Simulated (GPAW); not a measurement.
GPAW run on Hf3Pt (P6_3/mmc, 8 atoms in the cell): self-consistent single point.

Computed with LDA (Perdew-Wang 92), GPAW PAW datasets LDA (gpaw-data 1.0.1) (plane waves; GPAW).

```yaml
crystal:
  lattice:
    - [5.98855, 0.00000, 0.00000]
    - [-2.99428, 5.18624, 0.00000]
    - [0.00000, 0.00000, 5.13953]
  atoms:
    - { symbol: Hf, position: [0.34345, 0.17172, 0.75000] }
    - { symbol: Hf, position: [0.65655, 0.82827, 0.25000] }
    - { symbol: Hf, position: [0.17172, 0.34345, 0.25000] }
    - { symbol: Hf, position: [0.82827, 0.65655, 0.75000] }
    - { symbol: Hf, position: [0.82827, 0.17172, 0.75000] }
    - { symbol: Hf, position: [0.17172, 0.82827, 0.25000] }
    - { symbol: Pt, position: [0.66667, 0.33333, 0.25000] }
    - { symbol: Pt, position: [0.33333, 0.66667, 0.75000] }
```

Reference input (self-consistent single point, DFT PBEsol, plane waves, GPAW PAW datasets PBEsol (made by gpaw-setup)): mode = pw; ecut = 550 eV; xc = PBEsol; kpts = 4 4 4; mesh shift (steps) = 0 0 0; occupations.name = methfessel-paxton; occupations.width = 0.1 eV; occupations.order = 0; nbands = -16; symmetry.symmorphic = false; symmetry.tolerance = 0.0005; maxiter = 150. This run's input differs from it in these lines:

```diff
@@ -19,3 +19,3 @@
 calc = GPAW(mode=PW(550),
-            xc='PBEsol',
+            xc='LDA',
             kpts={'size': (4, 4, 4), 'gamma': True},
```

Its files differ too (potentials: GPAW PAW datasets LDA (gpaw-data 1.0.1)).

Log, with long lists cut:

```
     iter     time        total  log10-change:
                         energy   eigst   dens
iter:   1 --:--:--   -72.611727
iter:   2 --:--:--   -71.161352   -1.22  -1.29
iter:   3 --:--:--   -69.808175   -1.35  -1.33
iter:   4 --:--:--   -68.923582   -1.27  -1.41
iter:   5 --:--:--   -68.797996   -1.42  -1.65
iter:   6 --:--:--   -69.005265   -1.50  -2.01
iter:   7 --:--:--   -68.723057   -2.40  -2.01
iter:   8 --:--:--   -68.699866   -3.06  -2.39
iter:   9 --:--:--   -68.685251c  -2.66  -2.52
iter:  10 --:--:--   -68.684805c  -3.53  -2.98
iter:  11 --:--:--   -68.684571c  -4.62  -3.09
iter:  12 --:--:--   -68.684758c  -4.68  -3.16
iter:  13 --:--:--   -68.684668c  -5.28  -3.39
   [... 2 lines left out ...]
iter:  16 --:--:--   -68.684693c  -5.80  -3.58
iter:  17 --:--:--   -68.684753c  -5.71  -3.64
iter:  18 --:--:--   -68.684719c  -6.33  -3.80
iter:  19 --:--:--   -68.684713c  -6.57  -3.99
iter:  20 --:--:--   -68.684706c  -6.38  -4.10c
iter:  21 --:--:--   -68.684707c  -6.78  -4.26c
iter:  22 --:--:--   -68.684706c  -7.56c -4.49c
Converged after 22 iterations.

Dipole moment: (0.000000, -0.000000, -0.000027) |e|*Ang

Energy contributions relative to reference atoms: (reference = -3458041.468667)

Kinetic:        -12.324230
Potential:       +5.691206
External:        +0.000000
XC:             -58.303761
Entropy (-ST):   -0.040149
Local:           -3.727847
SIC:             +0.000000
--------------------------
Free energy:    -68.704781
Extrapolated:   -68.684706

Showing only first 2 kpts
 Kpt  Band  Eigenvalues  Occupancy
  0    50     10.31387    0.11289
  0    51     10.31389    0.11284
  0    52     10.43225    0.00112
  0    53     10.63139    0.00000

  1    50     10.13081    1.68443
  1    51     10.28494    0.23956
  1    52     10.28495    0.23950
  1    53     10.96358    0.00000

Fermi level: 10.20177

No gap
   [... lines left out ...]
  2 Hf   -0.00000   -0.01101   -0.00000
  3 Hf   -0.00000    0.01101    0.00000
  4 Hf    0.00953   -0.00550   -0.00000
  5 Hf   -0.00953    0.00550   -0.00000
  6 Pt    0.00000    0.00000    0.00000
  7 Pt    0.00000   -0.00000    0.00000

Stress tensor:
     0.058482     0.000000     0.000000
     0.000000     0.058482     0.000000
     0.000000     0.000000     0.056823
Stress (GPa, Voigt): [9.3698 9.3698 9.1041 0.     0.     0.    ]
```

The run converged in 22 iterations. GPAW prints stress with tension positive. Against the reference run the pressure goes from -4.90 to -9.28 GPa and the largest force goes from 0.041 to 0.011 eV/Å.

The starting cell comes from a database of computed structures (which also holds hypothetical and non-ambient phases and stackings), without a prior relaxation at this level. Spin polarisation is off. With a pressure of about -9 GPa the cell is away from its equilibrium volume at this level.

Cost on one core of a shared machine: roughly 3 min.
